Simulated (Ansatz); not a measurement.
The starting structures come from a database of crystals and need not be the phases stable at ambient conditions.

Tunnelling through a barrier is set by its complex band structure: the current falls as exp(−2κd) with the smallest κ.

Data:

```
CELL_PARAMETERS angstrom
      3.84593     0.00000     0.00000
      0.00000     6.33301     0.00000
      1.92297    -0.81542     6.86601
ATOMIC_POSITIONS crystal
  Si 0.94447 0.87396 0.11106
  Si 0.05553 0.12604 0.88894
  Si 0.44100 0.65340 0.11800
  Si 0.55900 0.34660 0.88200
  Si 0.78726 0.05731 0.42548
  Si 0.21274 0.94269 0.57452
  Si 0.27289 0.58558 0.45422
  Si 0.72711 0.41442 0.54578
```

Space group of this cell: C2/m. The cell is taken as given.

Transport runs along the normal of the first two printed cell vectors.

The gap is the functional's own. No spin-orbit coupling. Mid-gap values are interpolated on the energy grid.

Estimate the band gap and the smallest decay constant κ at mid-gap that Ansatz (a program for electronic structure) with r2SCAN returns for this system.

Gap 0.41 eV on a 8×6×8 mesh; κ = 0.092 1/Å, at the zone centre.
